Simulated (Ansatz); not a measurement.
The starting structures come from a database of crystals and need not be the phases stable at ambient conditions.

 Where the default PAW files enter, the runs use the earlier of Ansatz's two default sets.

# Evanescent states of LaOF (P4/nmm, not sure to be the ambient phase, 6 atoms a cell, 16.0 Å³ an atom) along the normal of (110)

Method: r2SCAN (plane waves, PAW; Ansatz, a quantum-chemistry and plane-wave program).

The gap is the functional's own. No spin-orbit coupling. Mid-gap values are interpolated on the energy grid.

Energies count from the valence-band top; κ is the least over a 6×6 mesh across the current.

```csv
E (eV),κ (1/Å),where
0.12,0.203,off Γ
0.36,0.321,Γ
0.60,0.354,Γ
0.84,0.380,Γ
1.08,0.399,Γ
1.32,…,Γ
1.56,…,Γ
1.80,…,Γ
2.04,…,Γ
2.28,…,Γ
2.52,…,Γ
2.76,…,Γ
3.00,…,Γ
3.24,…,Γ
3.48,…,Γ
3.72,…,Γ
3.96,0.387,Γ
4.20,0.365,Γ
4.44,0.339,Γ
4.68,0.306,Γ
4.92,0.238,off Γ
```

Task: Complete the blanks.

Result: 
- 1.32, κ (1/Å): 0.414
- 1.56, κ (1/Å): 0.425
- 1.80, κ (1/Å): 0.433
- 2.04, κ (1/Å): 0.438
- 2.28, κ (1/Å): 0.441
- 2.52, κ (1/Å): 0.441
- 2.76, κ (1/Å): 0.439
- 3.00, κ (1/Å): 0.434
- 3.24, κ (1/Å): 0.427
- 3.48, κ (1/Å): 0.417
- 3.72, κ (1/Å): 0.403
